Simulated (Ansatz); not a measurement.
How the lattice parameter c of Ga2PN (model structure, P3m1, No. 156, 4 atoms in the cell) moves with the method

No measured value is used here.

| level (code) | value (Å) |
|---|---|
| LDA (Ansatz) | 5.795 |
| PBE (Ansatz) | 5.899 |
| PBEsol (Ansatz) | 5.843 |
| r²SCAN (Ansatz) | 5.835 |

Cutoffs differ between the levels. Ansatz's density-functional and Hartree–Fock values are scalar-relativistic unless marked +SOC, with PAW data made under PBE.

A model structure was made by putting elements into a prototype or built by hand; it is no filed structure, need not be a known phase, and can be a saddle point held by its symmetry.

Ansatz is a program for electronic structure.
